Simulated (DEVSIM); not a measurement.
System: Pt/TiO2/p-In0.53Ga0.47As capacitor, at 300 K.

```
layer (left to right)        material  thickness (nm)  Na (cm⁻³)
---------------------  --------------  --------------  ---------
1                                TiO2            9.20          -
2                      In0.53Ga0.47As            6200     8.4e15
```

Metal gate on the left, work function 5.6 eV. Fixed charge at the semiconductor interface -2.9e11 cm⁻² (in units of +e); no interface traps.

Constants are typed, rounded textbook-type inputs, not results; the design itself was drawn at random and stands for no fabricated device. Values at 300 K.

```csv
parameter,TiO2,In0.53Ga0.47As
gap (eV),3.2,0.74
affinity (eV),3.9,4.51
permittivity,60,13.9
Nc (cm⁻³),-,2.1e17
Nv (cm⁻³),-,7.7e18
```

Model (solved in DEVSIM): 1D Poisson equation in equilibrium, Boltzmann statistics, complete ionisation; no quantum confinement or tunnelling. Metal contacts follow the ideal Schottky-Mott rule: no Fermi-level pinning, no interface dipoles.

**Question.** Give the band bending (positive: bands bend down) and minority sheet density.

**Answer.** 
| Vg (V) | ψs (V) | minority carriers (cm⁻²) |
|---|---|---|
| 0.35 | -0.153 | < 1e8 |
| 0.5 | -0.033 | < 1e8 |
| 0.65 | 0.113 | < 1e8 |
| 0.8 | 0.261 | < 1e8 |
| 0.95 | 0.409 | 5.0e8 |
| 1.1 | 0.556 | 1.0e11 |
